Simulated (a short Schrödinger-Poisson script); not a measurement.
Structure: symmetric double-gate stack, SiO2 on p-type Si(100), at 400 K.

```
layer  material  thickness (nm)  Na (cm⁻³)
-----  --------  --------------  ---------
1          SiO2             2.5          -
2            Si              10       3e15
3          SiO2             2.5          -
```

Constants are typed, rounded textbook-type inputs, not results; the design itself was drawn at random and stands for no fabricated device. SiO2: permittivity 3.9, conduction-band edge (eV) 3.15, gap (eV) 9, electron mass (mₑ) 0.5. Si: permittivity 11.7, conduction-band edge (eV) 0, gap (eV) 1.124, Nv at 300 K (cm⁻³) 3.1e19.

Channel valleys (confinement mass, in-plane density-of-states mass, number): Δ2 0.916, 0.19, 2; Δ4 0.19, 0.417, 4. At the gates, both at one voltage, the conduction-band edge of layer 1 lies 3.66 eV − eVg above the Fermi level of the channel. Gaps are held at their typed values at every temperature. Mesh 0.03 nm at interfaces.

From a short Schrödinger-Poisson script (our own, NumPy): 1D Poisson equation in equilibrium, electrons quantum, Hartree (BenDaniel-Duke, 12 states a valley, the channel's in-plane mass for all, wave functions free to enter the dielectric), parabolic valleys, classical holes, full ionisation, no traps, pinning or gate leakage.

The same stack at other levels of the model or other numerical settings:

| run | sheet density of all electrons at Vg = 2 V (cm⁻²) | sheet density of all electrons at Vg = 0.8 V (cm⁻²) | capacitance of both gates at Vg = 2 V (μF/cm²) | gate voltage at 1e11 electrons/cm² (V) | rough cost against the base |
|---|---|---|---|---|---|
| base | 2.19e13 | 4.81e12 | 2.40 | 0.33 | about 1 |
| electrons treated as classical, Boltzmann | ? | 5.45e12 | ? | 0.31 | 0.03 |
| electrons treated as classical, Fermi-Dirac | ? | 5.41e12 | 2.54 | 0.31 | 0.09 |
| mesh six times as coarse | 2.18e13 | 4.79e12 | 2.39 | 0.33 | 0.3 |

### Question
What belongs in the gaps?

### Answer

- electrons treated as classical, Boltzmann, capacitance of both gates at Vg = 2 V (μF/cm²): 2.63
- electrons treated as classical, Boltzmann, sheet density of all electrons at Vg = 2 V (cm⁻²): 2.44e13
- electrons treated as classical, Fermi-Dirac, sheet density of all electrons at Vg = 2 V (cm⁻²): 2.39e13

The classical rows ignore confinement, and Boltzmann statistics overrate the density once the band edge passes the Fermi level.
